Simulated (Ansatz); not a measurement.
## Effective masses and thermopower of SrHfO3 (Pm-3m)

Data:

```yaml
crystal:
  lattice:
    - [4.10579, 0.00000, 0.00000]
    - [0.00000, 4.10579, 0.00000]
    - [0.00000, 0.00000, 4.10579]
  atoms:
    - { symbol: Sr, position: [0.50000, 0.50000, 0.50000] }
    - { symbol: Hf, position: [0.00000, 0.00000, 0.00000] }
    - { symbol: O, position: [0.00000, 0.50000, 0.00000] }
    - { symbol: O, position: [0.50000, 0.00000, 0.00000] }
    - { symbol: O, position: [0.00000, 0.00000, 0.50000] }
```

Level of theory: PBEsol with spin-orbit coupling, rigid bands (plane waves, PAW; Ansatz, a program for electronic structure). Condition of this run: spin-orbit coupling switched on. How the cell was made: cell and atoms relaxed with PBEsol.

The band gap comes out as 3.64 eV and the electron conductivity mass (300 K, dilute) is 0.53 mₑ. The hole conductivity mass (300 K, dilute) is 2.1 mₑ. The effective density of states N_c (300 K) is 2.0e19 cm⁻³. The effective density of states N_v (300 K) comes out as 3.0e20 cm⁻³ and the density-of-states mass, electrons is 0.85 mₑ. The density-of-states mass, holes is 5.2 mₑ and the Seebeck coefficient, n-type 1e19 cm⁻³, 300 K is -281 μV/K. The Seebeck coefficient, p-type 1e19 cm⁻³, 300 K comes out as 537 μV/K.

Rigid bands; masses and Seebeck coefficients take one relaxation time τ for all states and one kind of carrier; polarons and phonon drag are left out.

Formula and space group known from diffraction (Crystallography Open Database), not checked to be the room-temperature form: SrHfO3 (Pm-3m).
